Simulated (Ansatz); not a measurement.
**By hand: formation energy of Al2Au (Fm-3m) from the elements**

Subject: the formation energy of Al2Au (Fm-3m) from the elements. Reaction: Au (fcc) + 2 Al (fcc) → Al2Au (Fm-3m). The sign is products less reactants. The value is per atom of the solid.

Al2Au (Fm-3m), 3 atoms in the cell. Conventional cell: a = 6.0603 Å, b = 6.0603 Å, c = 6.0603 Å, α = 90.00°, β = 90.00°, γ = 90.00°.

Setting: static, neutral cells in Ansatz (PAW) whose structures rest at the PBE level. Ansatz (a quantum-chemistry and plane-wave program) runs with its PAW set soft_1. Other levels take these structures. The lattices are those relaxed with PBE, so at other levels the solids can be strained, which adds to the spread. A dispersion term (D3(BJ), or D4 for r2SCAN) was computed beside these levels and is taken off wherever the name lacks it. Space groups of crystals are read within 0.01 Å. The runs are scalar-relativistic, without spin-orbit coupling.

Total energies of the cells in eV, at zero smearing width. They compare only within one column; the weights balance every element.

```
cell           atoms  weight           PBE    PBE+D3(BJ)
-------------  -----  ------  ------------  ------------
Al2Au (Fm-3m)      3      +1  -14227.52618  -14228.69525
Au (fcc)           1      −1  -13151.21181  -13151.84180
Al (fcc)           1      −2    -537.50448    -537.84094
```

PBE: (-14227.52618) − (-13151.21181) − 2 × (-537.50448) = -1.305 eV; dividing by 3 atoms gives -0.44 eV/atom.

PBE+D3(BJ): (-14228.69525) − (-13151.84180) − 2 × (-537.84094) = -1.172 eV; dividing by 3 atoms gives -0.39 eV/atom.

What follows from the PBE value: A formula unit of Al2Au has 3 atoms, so it forms with -0.4351 × 3 = -1.305 eV, or -125.9 kJ/mol at 96.485 kJ/mol per eV.
